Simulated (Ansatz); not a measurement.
The parent structure is BN in the wurtzite structure (space group P6_3mc, No. 186; a = 2.5545 Å, c = 4.2246 Å). Axes: x lies along a and z along c of the hexagonal cell.

Calculations: PBE (Ansatz, a first-principles code), no spin-orbit coupling.

Strains are applied to the cell and any free atomic positions relax; under biaxial strain the out-of-plane vector relaxes too.

One change was made to it. Results:

```tsv
quantity	base	after
valence-band top at Γ (three highest levels, from the VBM)	0.00, 0.00, -0.26 eV	0.00, 0.00, -0.34 eV
gap character	indirect, Γ → K	indirect, Γ → K
width of the top valence band	5.37 eV	5.46 eV
```

**Question.** What was done to the base?
A. biaxial strain −1.24 %, plane normal [001], relaxed out of plane
B. biaxial strain +4.46 %, plane normal [001], relaxed out of plane
C. isotropic strain −3.98 %

**Answer.** A, biaxial strain −1.24 %, plane normal [001], relaxed out of plane. For comparison, the valence-band top at Γ in the other runs: biaxial strain +4.46 %, plane normal [001], relaxed out of plane gives 0.00, 0.00, -0.18 eV; isotropic strain −3.98 % gives 0.00, 0.00, -0.36 eV.

Whether these cells are dynamically stable was not tested.
